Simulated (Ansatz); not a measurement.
Start from Ge in the diamond structure (space group Fd-3m, No. 227; a = 5.6744 Å). Axes: x, y, z lie along the cube axes.

Structures relaxed with r2SCAN (Ansatz, a quantum-chemistry and plane-wave program), scalar-relativistic without spin-orbit coupling.

Base:

Simulated powder pattern, Cu Kα1, λ = 1.54056 Å (kinematic, ideal powder, no thermal factors, no anomalous dispersion; the 14 strongest lines at most, above 2 %, up to 2θ = 90°):

```tsv
2θ (°)	I/Imax (%)	hkl
27.20	100	(111)
45.16	75	(220)
53.52	45	(311)
65.77	12	(400)
72.56	18	(331)
83.37	24	(422)
89.72	14	(333)
```

Modification: a pure shear with ε_xy = ε_yx = 0.0143; the atoms relax in the strained cell.

After the change:

Simulated powder pattern, Cu Kα1, λ = 1.54056 Å (kinematic, ideal powder, no thermal factors, no anomalous dispersion; the 14 strongest lines at most, above 2 %, up to 2θ = 90°):

```tsv
2θ (°)	d (Å)	I/Imax (%)	hkl
26.94	3.307	100	(111)
27.47	3.245	99	(1 -1 1)
44.49	2.035	26	(220)
45.16	2.006	100	(202)
45.85	1.978	24	(2 -2 0)
53.08	1.724	31	(311)
53.37	1.715	16	(113)
53.67	1.706	14	(1 -1 3)
53.98	1.697	29	(3 -1 1)
65.80	1.418	16	(400)
72.19	1.308	11	(313)
72.95	1.296	12	(3 -1 3)
82.42	1.169	17	(422)
84.37	1.147	16	(4 -2 2)
```

The indices refer to the base's conventional cell; one index is shown for lines that coincide. The space group is now Imma (No. 74).

Whether these cells are dynamically stable was not tested.
